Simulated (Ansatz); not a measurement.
**K2NaInF6 (space group Fm-3m, No. 225; a cell from a computed database, its experimental status unchecked)**

```
CELL_PARAMETERS angstrom
      0.00000     4.29067     4.29067
      4.29067     0.00000     4.29067
      4.29067     4.29067     0.00000
ATOMIC_POSITIONS crystal
  K  0.75000 0.75000 0.75000
  K  0.25000 0.25000 0.25000
  Na 0.50000 0.50000 0.50000
  In 0.00000 0.00000 0.00000
  F  0.75865 0.24135 0.24135
  F  0.24135 0.75865 0.75865
  F  0.24135 0.75865 0.24135
  F  0.75865 0.24135 0.75865
  F  0.24135 0.24135 0.75865
  F  0.75865 0.75865 0.24135
```

Level of theory: Ansatz (a quantum-chemistry and plane-wave program) PBEsol, no spin-orbit coupling. Settings: 7×7×7 k-points, 0.05 eV Fermi–Dirac smearing.

The volume per atom is 15.80 Å³. The density is 3.47 g/cm³ and the band gap comes out as 5.43 eV, direct at Γ. The electron mass is 0.58 mₑ and the lowest conduction-band minima above the VBM is Γ 5.43 eV. The total energy comes out as -1484.648 eV/atom (σ→0; compares only within this code and set-up).

Effective masses come from finite differences of ±0.01 Å⁻¹. No phonon test of stability was made.
